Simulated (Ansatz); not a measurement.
Formation energy of the bound charge states of H interstitial started on C in 4H silicon carbide (start: bound to C(k), open side; 96-site cell, 2×2×2 shifted sampling) against the Fermi level, Si-rich (Δμ(H) = -0.22 eV, bounded by CH4 molecule; only phases computed here count, gases as isolated molecules at 0 K). Method: PBE, PAW (plane waves to 420 eV; Ansatz, an electronic-structure program).

Cell and caveats: 96-site cell; 2×2×2 shifted k-points; host gap 2.23 eV; charged states image-corrected; finite-size errors of tenths of an eV; flagged in the runs: a host whose relaxation on this sampling wasn't shown to rest.

```
E_F − E_VBM (eV)  q = +1  q = 0  q = −1
----------------  ------  -----  ------
0.00                1.34   3.06    3.71
0.28                1.61   3.06    3.43
0.56                1.89   3.06    3.15
0.83                2.17   3.06    2.88
1.11                2.45   3.06    2.60
1.39                2.73   3.06    2.32
1.67                3.00   3.06    2.04
1.95                3.28   3.06    1.76
2.23                3.56   3.06    1.49
```

Crossings of the lowest lines: (+1/−1) at 1.19 eV.
